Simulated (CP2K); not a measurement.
**Worked example: self-consistent single point of Ba2H3I (P-3m1, 6 atoms in the cell) in CP2K**

Method of the run: LDA (Pade form), GPW, DZVP-MOLOPT-SR-GTH basis, GTH-PADE potentials (GTH_POTENTIALS) (CP2K).

Input:

```
&GLOBAL
  PROJECT run
  RUN_TYPE ENERGY_FORCE
  PRINT_LEVEL LOW
&END GLOBAL
&FORCE_EVAL
  METHOD Quickstep
  STRESS_TENSOR ANALYTICAL
  &DFT
    BASIS_SET_FILE_NAME BASIS_MOLOPT
    POTENTIAL_FILE_NAME GTH_POTENTIALS
    &QS
      METHOD GPW
      EPS_DEFAULT 1E-10
    &END QS
    &MGRID
      CUTOFF 500
      REL_CUTOFF 50
      NGRIDS 5
    &END MGRID
    &SCF
      SCF_GUESS ATOMIC
      EPS_SCF 1E-7
      MAX_SCF 100
      ADDED_MOS 6
      &DIAGONALIZATION
        ALGORITHM STANDARD
      &END DIAGONALIZATION
      &MIXING
        METHOD BROYDEN_MIXING
        ALPHA 0.4
        NBUFFER 12
        BETA 1.5
      &END MIXING
    &END SCF
    &KPOINTS
      SCHEME MONKHORST-PACK 3 3 2
      GAMMA_CENTERED T
    &END KPOINTS
    &XC
      &XC_FUNCTIONAL PADE
      &END XC_FUNCTIONAL
    &END XC
    &PRINT
      &MO
        EIGENVALUES T
        OCCUPATION_NUMBERS T
        NDIGITS 8
        FILENAME mo
        &EACH
          QS_SCF 0
        &END EACH
        ADD_LAST NUMERIC
      &END MO
      &MULLIKEN OFF
      &END MULLIKEN
    &END PRINT
  &END DFT
  &SUBSYS
    &CELL
      ABC 4.51371800 4.51371847 8.07895200
      ALPHA_BETA_GAMMA 90.00000000 90.00000000 119.99999653
      PERIODIC XYZ
    &END CELL
    &COORD
      SCALED
      Ba       0.66666700     0.33333300     0.68472000
      Ba       0.33333300     0.66666700     0.31528000
      H        0.66666700     0.33333300     0.35610000
      H        0.33333300     0.66666700     0.64390000
      H        0.00000000     0.00000000     0.50000000
      I        0.00000000     0.00000000     0.00000000
    &END COORD
    &KIND Ba
      BASIS_SET DZVP-MOLOPT-SR-GTH-q10
      POTENTIAL GTH-PADE-q10
    &END KIND
    &KIND H
      BASIS_SET DZVP-MOLOPT-SR-GTH-q1
      POTENTIAL GTH-PADE-q1
    &END KIND
    &KIND I
      BASIS_SET DZVP-MOLOPT-SR-GTH-q7
      POTENTIAL GTH-PADE-q7
    &END KIND
  &END SUBSYS
  &PRINT
    &FORCES ON
    &END FORCES
    &STRESS_TENSOR ON
    &END STRESS_TENSOR
  &END PRINT
&END FORCE_EVAL
```

The program printed (abridged):

```
 GLOBAL| Method name                                                        CP2K
 GLOBAL| Project name                                                        run
 GLOBAL| Run type                                                   ENERGY_FORCE

 TOTAL NUMBERS AND MAXIMUM NUMBERS

  Total number of            - Atomic kinds:                                   3
                             - Atoms:                                          6
                             - Shell sets:                                     6
                             - Shells:                                        26
                             - Primitive Cartesian functions:                 32
                             - Cartesian basis functions:                     59
                             - Spherical basis functions:                     56

  Maximum angular momentum of- Orbital basis functions:                        2
                             - Local part of the GTH pseudopotential:          2
                             - Non-local part of the GTH pseudopotential:      4

 SCF PARAMETERS         Density guess:                                    ATOMIC
                        max_scf:                                             100
                        max_diis:                                              4
                        eps_scf:                                        1.00E-07
                        eps_diis:                                       1.00E-01
                        eps_eigval:                                     1.00E-05
                        level_shift [a.u.]:                             0.000000
                        added MOs                                         6    0
                        Mixing method:                            BROYDEN_MIXING
                                                charge density mixing in g-space
                        No outer SCF

 Extrapolation method: initial_guess

 Number of electrons:                                                         30
 Number of occupied orbitals:                                                 15
 Number of molecular orbitals:                                                21

 Number of orbital functions:                                                 56
 Number of independent orbital functions:                                     56

 SCF WAVEFUNCTION OPTIMIZATION

  Step     Update method      Time    Convergence         Total energy    Change
     1 NoMix/Diag. 0.40E+00      -     2.11772029       -64.5016769986 -6.45E+01
     2 Broy./Diag. 0.40E+00      -     0.01947629       -64.6071441266 -1.05E-01
     3 Broy./Diag. 0.40E+00      -     0.03694380       -64.4103442138  1.97E-01
     4 Broy./Diag. 0.40E+00      -     0.02160989       -64.4038044579  6.54E-03
     5 Broy./Diag. 0.40E+00      -     0.01314790       -64.4443720147 -4.06E-02
     6 Broy./Diag. 0.40E+00      -     0.00562221       -64.5014321654 -5.71E-02
     7 Broy./Diag. 0.40E+00      -     0.00095887       -64.5131616955 -1.17E-02
   [... 7 lines left out ...]
    15 Broy./Diag. 0.40E+00      -     0.00000489       -64.4965205816  1.18E-05
    16 Broy./Diag. 0.40E+00      -     0.00000144       -64.4965271770 -6.60E-06
    17 Broy./Diag. 0.40E+00      -     0.00000100       -64.4965308661 -3.69E-06
    18 Broy./Diag. 0.40E+00      -     0.00000034       -64.4965341451 -3.28E-06
    19 Broy./Diag. 0.40E+00      -     0.00000008       -64.4965354164 -1.27E-06

  *** SCF run converged in    19 steps ***

  Electronic density on regular grids:        -29.9999999999        0.0000000001
  Core density on regular grids:               29.9999999955       -0.0000000045
  Total charge density on r-space grids:       -0.0000000044
  Total charge density g-space grids:          -0.0000000044

  Overlap energy of the core charge distribution:               0.00000000000000
  Self energy of the core charge distribution:               -133.39426866566626
  Core Hamiltonian energy:                                     26.75430947780034
  Hartree energy:                                              52.80611728662776
  Exchange-correlation energy:                                -10.66269351518228

  Total energy:                                               -64.49653541642044

 ENERGY| Total FORCE_EVAL ( QS ) energy [hartree]            -64.496535969716888

 FORCES| Atomic forces [hartree/bohr]
 FORCES|   Atom     x               y               z               |f|
 FORCES|      1 -2.42902595E-08  5.71438298E-09  3.88146411E-03   3.88146411E-03
 FORCES|      2  2.42900765E-08 -5.52484647E-09 -3.88145138E-03   3.88145138E-03
 FORCES|      3 -8.60803783E-08  5.55033424E-08  1.57922167E-04   1.57922200E-04
 FORCES|      4  8.60805619E-08 -5.49011455E-08 -1.57926515E-04   1.57926548E-04
 FORCES|      5  6.93347377E-14 -1.35107542E-09 -3.21977973E-09   3.49175977E-09
 FORCES|      6 -3.39563150E-14  5.59365826E-10 -5.16346233E-09   5.19367243E-09
 FORCES| Sum     3.59902602E-14  2.38316835E-14  1.43650011E-14
 FORCES| Total atomic force                                       4.54928701E-14

 STRESS| Analytical stress tensor [bar]
 STRESS|                        x                   y                   z
 STRESS|      x       -4.00436395262E+04   9.43396962931E-02   1.14705121734E-01
 STRESS|      y        9.43396962931E-02  -4.00435269392E+04  -8.44488049206E-02
 STRESS|      z        1.14705121734E-01  -8.44488049206E-02  -2.75767018077E+04
 STRESS| 1/3 Trace                                            -3.58879560910E+04
```

The run converged in 19 iterations.

The starting cell comes from a database of computed structures (which also holds hypothetical and non-ambient phases and stackings), without a prior relaxation at this level. Its lattice was rescaled by up to half a per cent. Values carry the incompleteness of an atom-centred basis. With a pressure of about -4 GPa the cell is away from its equilibrium volume at this level.

Cost on one core of a shared machine: roughly 40 s.
